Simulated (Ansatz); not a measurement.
Take BP in the zinc blende structure (space group F-43m, No. 216) as the base.

```
BP
1.0
    0.00000     2.26010     2.26010
    2.26010     0.00000     2.26010
    2.26010     2.26010     0.00000
P B
1 1
Cartesian
  3.39015   3.39015   3.39015
  0.00000   0.00000   0.00000
```

Cartesian axes are those of the cell as printed.

Method: PBEsol, PAW, 420 eV (Ansatz, a program for electronic structure; scalar-relativistic without spin-orbit coupling).

For the base:

```
Property                            Result
---------------------  -------------------
Valence-band top at Γ  0.00, 0.00, 0.00 eV
```

It is then changed as follows: uniaxial strain ε_yy = −0.89 %, all other strain components held at zero; the atoms relax in the strained cell.

Problem. Predict the new valence-band top at Γ.

Solution. The valence-band top at Γ (three highest levels, from the VBM) becomes 0.00, -0.09, -0.09 eV (base: 0.00, 0.00, 0.00 eV).

Problem. What happens to the stress?

Solution. The stress (xx, yy, zz, yz, xz, xy; compression positive) amounts to (0.75, 3.11, 0.75, 0.00, 0.00, 0.00) GPa.

Problem. Predict the new energy relative to the base.

Solution. The energy grows by 1.0 meV/atom.

The levels and masses belong to the bands next to the band gap. Whether these cells are dynamically stable was not tested.
